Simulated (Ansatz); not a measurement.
The structure below was relaxed with r2SCAN, PAW, 500 eV (Ansatz, a program for electronic structure; without spin-orbit coupling), at pressure 30 GPa.

```
HfN
1.0
    0.00000     2.19705     2.19705
    2.19705     0.00000     2.19705
    2.19705     2.19705     0.00000
Hf N
1 1
Direct
  0.00000   0.00000   0.00000
  0.50000   0.50000   0.50000
```

**Question.** Find the space group and the Wyckoff positions.

**Answer.** Space group Fm-3m (No. 225); a = b = c = 4.394 Å, α = β = γ = 90.00°

```
atom  site  symmetry       x       y       z
----  ----  --------  ------  ------  ------
Hf      4a      m-3m  0.0000  0.0000  0.0000
N       4b      m-3m  0.5000  0.5000  0.5000
```

**Question.** Describe the coordination.

**Answer.** The crystal has 8 atoms in its conventional cell. Cell: a = 4.3941 Å, b = 4.3941 Å, c = 4.3941 Å, α = 90.00°, β = 90.00°, γ = 90.00°. Hf is coordinated by 6 N at 2.197 Å (octahedral). N is coordinated by 6 Hf at 2.197 Å (octahedral). (Neighbours: up to the widest gap in distance over summed covalent radii, below 1.35, at either atom; cation-cation and far metal-metal contacts left out.)

Load acts through the strain it causes; cell and atoms are relaxed under it. Whether these cells are dynamically stable was not tested. No other phases were tried under pressure. The final runs are not spin-polarised. The cell was made from HfN in the rock salt structure (space group Fm-3m, No. 225) by this change: pressure 30 GPa.
